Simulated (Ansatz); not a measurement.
Voigt–Reuss–Hill shear modulus (GPa) of solids drawn from the class of intermetallic compounds, at two levels: PBE in Ansatz (plane waves, PAW), and r²SCAN in Ansatz (PAW).

| solid | PBE | r²SCAN | shift (%) |
|---|---|---|---|
| L1₂ (Cu3Au-type) Pt3Ti | 112 | 120 | +7.1 |
| CsCl-type CuZn | 34.9 | 41.6 | +19.2 |
| L1₂ (Cu3Au-type) Al3Sc | 70.3 | 80.3 | +14.2 |
| fluorite AuAl2 | 37.8 | 44.6 | +18.0 |
| L1₀ (CuAu-type) CuAu | 28.8 | 28.7 | -0.3 |
| fluorite PtAl2 | 38.9 | 44.4 | +14.1 |
| CsCl-type RuAl | 107 | 118 | +10.3 |
| L1₀ (CuAu-type) TiAl | 69.4 | 78.0 | +12.4 |
| CsCl-type PdIn | 27.2 | 33.9 | +25 |

The shifts run from -0.3 % to +25 %, with a median of +14.1 %.

Over all 9 rows r²SCAN is the larger in 8.

Ansatz's runs of these crystals have no spin polarisation. A magnetic state wasn't tried for L1₂ (Cu3Au-type) Pt3Ti, L1₂ (Cu3Au-type) Al3Sc, fluorite PtAl2, L1₀ (CuAu-type) TiAl, CsCl-type PdIn with meta-GGA or hybrid levels, which favour moments.

Spin–orbit coupling is left out, also for the solids with elements from indium on (L1₂ (Cu3Au-type) Pt3Ti, fluorite AuAl2, L1₀ (CuAu-type) CuAu, fluorite PtAl2, CsCl-type PdIn); its size isn't shown.

Each level is taken at its own relaxed cell. Ansatz's density-functional and Hartree–Fock values are scalar-relativistic unless marked +SOC, with PAW data made under PBE.

Ansatz is a first-principles code.
